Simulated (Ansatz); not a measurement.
The parent structure is TiC in the rock salt structure (space group Fm-3m, No. 225; a = 4.261 Å; relaxed with 0.1 eV smearing).

Calculations: LDA (Ansatz, a first-principles code), no spin-orbit coupling.

Strains are applied to the cell and any free atomic positions relax.

One change was made to it. Results:

```tsv
quantity	base	after
energy relative to the base (free energy F)	0 meV/atom	+7.4 meV/atom
pressure	0.0 GPa	-7.9 GPa
```

Task: What was done to the base?
(A) isotropic strain +1.00 %
(B) isotropic strain +0.50 %
(C) isotropic strain +1.50 %

Result: A, isotropic strain +1.00 %. For comparison, the energy relative to the base in the other runs: isotropic strain +1.50 % gives +16 meV/atom; isotropic strain +0.50 % gives +1.9 meV/atom.

Whether these cells are dynamically stable was not tested. All final runs are without spin polarisation.
